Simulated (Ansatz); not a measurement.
Input and output of a self-consistent single point for SrGe4O9 (P321, 42 atoms in the cell) (Ansatz, an electronic-structure program).

Method: LDA (PW92), default PAW files made with PBE (plane waves; Ansatz).

```yaml
crystal:
  lattice:
    - [11.10691, 0.00000, 0.00000]
    - [-5.55345, 9.61887, 0.00000]
    - [0.00000, 0.00000, 4.65073]
  atoms:
    - { symbol: Sr, position: [0.32800, 0.00000, 0.00000] }
    - { symbol: Sr, position: [0.00000, 0.32800, 0.00000] }
    - { symbol: Sr, position: [0.67200, 0.67200, 0.00000] }
    - { symbol: Ge, position: [0.00000, 0.00000, 0.00000] }
    - { symbol: Ge, position: [0.33333, 0.66667, 0.10760] }
    - { symbol: Ge, position: [0.66667, 0.33333, 0.89240] }
    - { symbol: Ge, position: [0.82090, 0.00000, 0.50000] }
    - { symbol: Ge, position: [0.00000, 0.82090, 0.50000] }
    - { symbol: Ge, position: [0.17910, 0.17910, 0.50000] }
    - { symbol: Ge, position: [0.49080, 0.34100, 0.39900] }
    - { symbol: Ge, position: [0.65900, 0.14980, 0.39900] }
    - { symbol: Ge, position: [0.85020, 0.50920, 0.39900] }
    - { symbol: Ge, position: [0.34100, 0.49080, 0.60100] }
    - { symbol: Ge, position: [0.14980, 0.65900, 0.60100] }
    - { symbol: Ge, position: [0.50920, 0.85020, 0.60100] }
    - { symbol: O, position: [0.51120, 0.00000, 0.50000] }
    - { symbol: O, position: [0.00000, 0.51120, 0.50000] }
    - { symbol: O, position: [0.48880, 0.48880, 0.50000] }
    - { symbol: O, position: [0.60220, 0.42220, 0.12450] }
    - { symbol: O, position: [0.57780, 0.18000, 0.12450] }
    - { symbol: O, position: [0.82000, 0.39780, 0.12450] }
    - { symbol: O, position: [0.42220, 0.60220, 0.87550] }
    - { symbol: O, position: [0.18000, 0.57780, 0.87550] }
    - { symbol: O, position: [0.39780, 0.82000, 0.87550] }
    - { symbol: O, position: [0.15460, 0.06160, 0.76360] }
    - { symbol: O, position: [0.93840, 0.09300, 0.76360] }
    - { symbol: O, position: [0.90700, 0.84540, 0.76360] }
    - { symbol: O, position: [0.06160, 0.15460, 0.23640] }
    - { symbol: O, position: [0.09300, 0.93840, 0.23640] }
    - { symbol: O, position: [0.84540, 0.90700, 0.23640] }
    - { symbol: O, position: [0.32550, 0.21450, 0.29490] }
    - { symbol: O, position: [0.78550, 0.11100, 0.29490] }
    - { symbol: O, position: [0.88900, 0.67450, 0.29490] }
    - { symbol: O, position: [0.21450, 0.32550, 0.70510] }
    - { symbol: O, position: [0.11100, 0.78550, 0.70510] }
    - { symbol: O, position: [0.67450, 0.88900, 0.70510] }
    - { symbol: O, position: [0.51020, 0.24960, 0.67220] }
    - { symbol: O, position: [0.75040, 0.26060, 0.67220] }
    - { symbol: O, position: [0.73940, 0.48980, 0.67220] }
    - { symbol: O, position: [0.24960, 0.51020, 0.32780] }
    - { symbol: O, position: [0.26060, 0.75040, 0.32780] }
    - { symbol: O, position: [0.48980, 0.73940, 0.32780] }
```

Reference input (self-consistent single point, DFT, PBEsol, plane waves, default PAW files made with PBE): basis.ecutwfc = 420 eV; kpoints.mp_grid.grid = 2 2 4; hamiltonian.xc = pbesol; hamiltonian.pseudopotentials = {kind: paw} (the program's default PAW files); scf.occupations.method = methfessel_paxton; scf.occupations.width = 0.1 eV. This run's input differs from it in these lines:

Ansatz 0.2 input:
```diff
@@ -53,3 +53,3 @@
 hamiltonian:
-  xc: pbesol
+  xc: lda
   pseudopotentials: { kind: paw }
```

The program printed (abridged):

```
SCF iter   1: F=—  HF=-75927.393475 eV  |F-HF|=—  |Δ(HF+E_count)|=         —  Δρ=1.63e-2  dr2=1.12e0  ethr=1.77e-3  ⟨swp⟩=6.8  Hψ=6090  notcnv=0  defer=47
all-band conjugate gradients solve this SCF's bands
preconditioner: auto → Resta (q_TF=auto, 2.586 Å⁻¹)
SCF iter   2: F=—  HF=-75927.064535 eV  |F-HF|=—  |Δ(HF+E_count)|=   3.29e-1  S|Δr|=    0.00e0  Δρ=3.86e-3  dr2=3.19e-2  ethr=3.10e-4  ⟨swp⟩=2.0  Hψ=2058  notcnv=0  defer=221
   [... lines left out ...]
SCF iter   7: F=—  HF=-75927.052378 eV  |F-HF|=—  |Δ(HF+E_count)|=   4.41e-6  S|Δr|=    0.00e0  Δρ=1.69e-5  dr2=1.43e-6  ethr=6.82e-9  ⟨swp⟩=2.0  Hψ=1849  notcnv=0  defer=221
SCF iter   8: F=—  HF=-75927.052378 eV  |F-HF|=—  |Δ(HF+E_count)|=   3.28e-7  S|Δr|=    0.00e0  Δρ=5.59e-6  dr2=1.47e-7  ethr=3.96e-10  ⟨swp⟩=2.0  Hψ=2191  notcnv=0  defer=221
SCF iter   9: F=-75927.052378 eV  HF=-75927.052378 eV  |F-HF|=1.55e-8  |Δ(HF+E_count)|=   1.45e-8  S|Δr|=    0.00e0  Δρ=2.09e-6  dr2=2.12e-8  ethr=2.78e-11  ⟨swp⟩=11.0  Hψ=6333  notcnv=0
SCF 1 converged in 9 iterations: F = -75927.052378 eV  dr2 = 2.12e-8
Stability not checked (fill_not_monotonic)
Free energy (F): -75927.052378 eV
Internal energy: -75927.052378 eV  (E = F + TS)
E sigma→0 (E₀):  -75927.052378 eV
Fermi energy:    8.669156 eV
--- Forces (eV/Å), atoms counted from 1 ---
  atom   1  Sr    -0.03032025     0.00000000     0.00000000
  atom   2  Sr     0.01516012    -0.02625811    -0.00000000
  atom   3  Sr     0.01516012     0.02625811     0.00000000
  atom   4  Ge    -0.00000000     0.00000000    -0.00000000
  atom   5  Ge     0.00000000    -0.00000000    -0.11264402
   [... 33 lines left out ...]
   [... lines left out ...]
  atom  42  O      0.74724360    -0.42057456    -0.45949085
--- Stress (GPa, compression-positive) ---
       10.048558      -0.000000      -0.000000
       -0.000000      10.048558       0.000000
       -0.000000       0.000000      11.653012
  P = ⅓ Tr σ = 10.5834 GPa (105.834 kbar)
  The stress holds the Pulay correction. Without it, at fixed plane waves, as pw.x and ABINIT print it: P = 9.6816 GPa
```

The run converged in 9 iterations. Against the reference run the pressure goes from 16.33 to 10.58 GPa, the largest force goes from 1.603 to 1.340 eV/Å and the gap on the mesh goes from 3.999 to 3.936 eV.

The starting cell comes from a database of published, mostly measured structures (it also holds non-ambient and calculated ones), without a prior relaxation at this level. Its lattice was rescaled by a random factor within 2.5 % of one. With a pressure of about 11 GPa the cell is away from its equilibrium volume at this level. Forces in this geometry exceed 1 eV/Å. Ansatz's pressure includes its estimate of the finite-basis (Pulay) stress. Without the estimate this run gives 9.68 GPa.

Cost on one core of a shared machine: roughly 40 s.
